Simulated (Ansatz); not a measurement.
For GaN (model structure, started from the WC type, P-6m2, No. 187, 2 atoms in the cell), PBEsol (PAW; Ansatz, an electronic-structure program) gives:

```
Quantity                               Value
------------------------------  ------------
equilibrium lattice constant a       2.940 Å
c axis length                        2.654 Å
bulk modulus B0                      191 GPa
cohesive energy                 3.92 eV/atom
```

What does r²SCAN in Ansatz (PAW) give for the same quantities?


- lattice constant a: 2.936 Å (falls by 0.1 %)
- lattice parameter c: 2.652 Å (stays essentially unchanged)
- bulk modulus: 204 GPa (goes up by 6.8 %)
- cohesive energy: 3.45 eV/atom (decreases by 0.47 eV/atom)

Changes are worked out from the printed values.

Unless a cell is named, each level is at its own relaxed cell (PBEsol 9.94, r²SCAN 9.90 Å³/atom).

Caveats: the bulk modulus is −V dP/dV from two relaxed cells at ±2 % in volume (PBEsol, r²SCAN). Ansatz's density-functional and Hartree–Fock values are scalar-relativistic unless marked +SOC, with PAW data made under PBE.

A model structure was made by putting elements into a prototype or built by hand; it is no filed structure, need not be a known phase, and can be a saddle point held by its symmetry.
